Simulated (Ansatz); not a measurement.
The structure below was relaxed with Ansatz (a first-principles code) r2SCAN, no spin-orbit coupling.

Space group I-42m (No. 121); a = b = 5.219 Å, c = 8.977 Å, α = β = γ = 90.00°

```csv
atom,site,symmetry,x,y,z
Pd,2b,-42m,0.0000,0.0000,0.5000
S,2a,-42m,0.0000,0.0000,0.0000
Pd,4d,-4..,0.0000,0.5000,0.2500
Be,8i,..m,0.2656,0.2656,0.3809
```

Task: Write out a cell with all atoms.

Result: 
```cif
data_Be8Pd6S2
_chemical_formula_sum 'Pd6 S2 Be8'
_space_group_name_H-M_alt 'P 1'
_space_group_IT_number 1
_cell_length_a 5.21938
_cell_length_b 5.21938
_cell_length_c 8.97711
_cell_angle_alpha 90.000
_cell_angle_beta 90.000
_cell_angle_gamma 90.000
loop_
_space_group_symop_operation_xyz
  'x, y, z'
loop_
_atom_site_label
_atom_site_type_symbol
_atom_site_fract_x
_atom_site_fract_y
_atom_site_fract_z
_atom_site_occupancy
Pd1 Pd 0.50000 0.50000 0.00000 1
S1 S 0.00000 0.00000 0.00000 1
Pd2 Pd 0.50000 0.00000 0.25000 1
Pd3 Pd 0.00000 0.50000 0.25000 1
Be1 Be 0.23441 0.76559 0.11914 1
Be2 Be 0.76559 0.23441 0.11914 1
Be3 Be 0.26559 0.26559 0.38086 1
Be4 Be 0.73441 0.73441 0.38086 1
Pd4 Pd 0.00000 0.00000 0.50000 1
S2 S 0.50000 0.50000 0.50000 1
Pd5 Pd 0.00000 0.50000 0.75000 1
Pd6 Pd 0.50000 0.00000 0.75000 1
Be5 Be 0.73441 0.26559 0.61914 1
Be6 Be 0.26559 0.73441 0.61914 1
Be7 Be 0.76559 0.76559 0.88086 1
Be8 Be 0.23441 0.23441 0.88086 1
```
This is the conventional cell.

Each cell is one ordered arrangement of few atoms, which overstates ordering effects compared with a random alloy. Whether these cells are dynamically stable was not tested. The final runs are not spin-polarised. The cell was made from BeS by this change: x(Pd) = 0.75, 8 atoms, I-42m.
